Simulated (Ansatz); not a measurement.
Surface: Si(111) 1x1 surface, 6 top atoms, 3 bilayers, bottom bilayer H-capped and fixed, every top atom capped by H; cell 11.5 x 6.6 Å; two neighbouring H replaced by SH; about 7 Å thick over the host's atoms, 18 atoms held. All values below come from PBE-D3(BJ) (plane waves to 420 eV, PAW; Ansatz, a first-principles code). Sampling: 1x2x1 k points. The slab states were run without spin polarisation. Results hold for this slab, coverage and mesh. Energies are static: no zero-point or thermal part. Each state was relaxed from one prepared geometry.

End state of this step: H2S attacks the fragment of BH3 (twice exchanged) and H2 forms. Atoms near the product:

```csv
atom,x (Å),y (Å),z (Å)
H(29),3.824,-0.017,11.008
H(44),7.651,0.060,11.041
S(46),5.549,-3.205,11.630
B(a0),3.838,3.380,12.270
H(a2),5.228,0.410,13.405
S(c0),3.922,3.331,14.089
H(c1),5.256,-0.342,13.387
H(c2),2.585,3.333,14.313
```

### Question
What energy does it take to move H2 into the gas, one a cell, with the surface relaxed behind it, and what are its closest contacts before it leaves?

### Answer
0.09 eV. Its closest contacts to the rest of the cell: H(c1)...H(29) 2.80 Å, H(a2)...H(29) 2.81 Å, H(a2)...S(c0) 3.27 Å.

Here BH3 is the monomer.
